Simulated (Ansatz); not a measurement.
The reference is YN in the rock salt structure (space group Fm-3m, No. 225; a = 4.896 Å). Axes: x, y, z lie along the cube axes.

Computed with r2SCAN (Ansatz, an electronic-structure program), scalar-relativistic without spin-orbit coupling.

For the base:

The volume per atom comes out as 14.67 Å³. The band gap comes out as 0.58 eV and the smallest direct gap is 0.98 eV.

The change: compressive biaxial strain of 0.50 % in the plane normal to [001], as in epitaxy on a mismatched substrate; the out-of-plane cell vector and the atoms relax.

**Question.** How does this affect the volume per atom?

**Answer.** The volume per atom shrinks by 0.11 Å³, from 14.67 Å³ to 14.56 Å³.

**Question.** Estimate the effect on the band gap.

**Answer.** The band gap falls by 0.03 eV to 0.55 eV.

**Question.** How does this affect the smallest direct gap?

**Answer.** The smallest direct gap decreases by 0.036 eV (0.98 eV → 0.95 eV).

No phonon test of stability was made.
